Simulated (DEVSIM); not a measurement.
Structure: Ti/SiO2/n-Ge capacitor, at 300 K.

```
layer (left to right)  material  thickness (nm)  Nd (cm⁻³)
---------------------  --------  --------------  ---------
1                          SiO2            21.0          -
2                            Ge             460     1.7e18
```

Metal gate on the left, work function 4.33 eV. Fixed charge at the semiconductor interface 1.5e12 cm⁻² (in units of +e); interface traps 1e11 cm⁻² eV⁻¹, uniform in energy, neutral level at 0.5 of the gap above the valence band.

Constants are typed, rounded textbook-type inputs, not results; the design itself was drawn at random and stands for no fabricated device. Values at 300 K.

| parameter | SiO2 | Ge |
|---|---|---|
| gap (eV) | 9 | 0.664 |
| affinity (eV) | 0.9 | 4 |
| permittivity | 3.9 | 16 |
| Nc (cm⁻³) | - | 1.04e19 |
| Nv (cm⁻³) | - | 6e18 |

DEVSIM, 1D Poisson equation in equilibrium, Boltzmann statistics, complete ionisation; no quantum confinement or tunnelling. Metal contacts follow the ideal Schottky-Mott rule: no Fermi-level pinning, no interface dipoles.

Tabulate band edges, carrier densities and field at -3.5 V on the gate.

Energies count from the Fermi level of the right contact; mesh points crowd at the junctions.

```
x (μm)    Ec (eV)  Ev (eV)  n (cm⁻³)  p (cm⁻³)  field (V/cm)
--------  -------  -------  --------  --------  ------------
0.000       6.930   -2.070     < 1e2     < 1e2      -1700000
0.001081    6.745   -2.255     < 1e2     < 1e2      -1700000
0.003053    6.407   -2.593     < 1e2     < 1e2      -1700000
0.006654    5.790   -3.210     < 1e2     < 1e2      -1700000
0.01432     4.477   -4.523     < 1e2     < 1e2      -1700000
0.01793     3.859   -5.141     < 1e2     < 1e2      -1700000
0.01991     3.520   -5.480     < 1e2     < 1e2      -1700000
0.02126     0.227   -0.437    1.6e15    2.8e11       -240000
0.02264     0.196   -0.468    5.4e15    8.1e10       -220000
0.02534     0.144   -0.520    4.0e16    1.1e10       -170000
0.03063     0.081   -0.583    4.6e17     9.5e8        -76000
0.04668     0.047   -0.617    1.7e18     2.6e8         -1400
0.07255     0.047   -0.617    1.7e18     2.6e8           ≈ 0
0.1233      0.047   -0.617    1.7e18     2.6e8           ≈ 0
0.2732      0.047   -0.617    1.7e18     2.6e8           ≈ 0
0.3757      0.047   -0.617    1.7e18     2.6e8           ≈ 0
0.4280      0.047   -0.617    1.7e18     2.6e8           ≈ 0
0.4546      0.047   -0.617    1.7e18     2.6e8           ≈ 0
0.4711      0.047   -0.617    1.7e18     2.6e8           ≈ 0
0.4765      0.047   -0.617    1.7e18     2.6e8           ≈ 0
0.4793      0.047   -0.617    1.7e18     2.6e8           ≈ 0
0.4810      0.047   -0.617    1.7e18     2.6e8           ≈ 0
```
